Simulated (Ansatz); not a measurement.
Base system: WSe2 (space group Fm-3m, No. 225; a = 6.168 Å; ferromagnetic; a hypothetical phase, not in the database extracts checked).

All numbers come from plane-wave PAW DFT at the PBEsol level (Ansatz, a program for electronic structure, 420 eV), spin-orbit coupling left out, earlier PAW set.

One change was made to it. Results:

| quantity | base | after |
|---|---|---|
| largest site moment | 1.10 μB | 0.84 μB |
| lattice parameter a | 6.168 Å | 6.052 Å |
| magnetic state | ferromagnetic | ferromagnetic |

Task: Which change produced these results?
A) pressure 7 GPa
B) pressure 3 GPa
C) pressure 100 GPa
D) pressure −1 GPa
E) pressure 30 GPa

Result: A, pressure 7 GPa. For comparison, the lattice parameter a in the other runs: pressure 3 GPa gives 6.115 Å; pressure −1 GPa gives 6.187 Å; pressure 100 GPa gives 5.464 Å; pressure 30 GPa gives 5.814 Å.

The magnetic state is the one reached from the starting moments; the real material's order can differ, and small cells can't hold many antiferromagnetic ones. Load acts through the strain it causes; cell and atoms are relaxed under it. Whether these cells are dynamically stable was not tested. Competing high-pressure phases were not computed. Seeded moments were not kept for pressure 100 GPa and pressure 30 GPa.
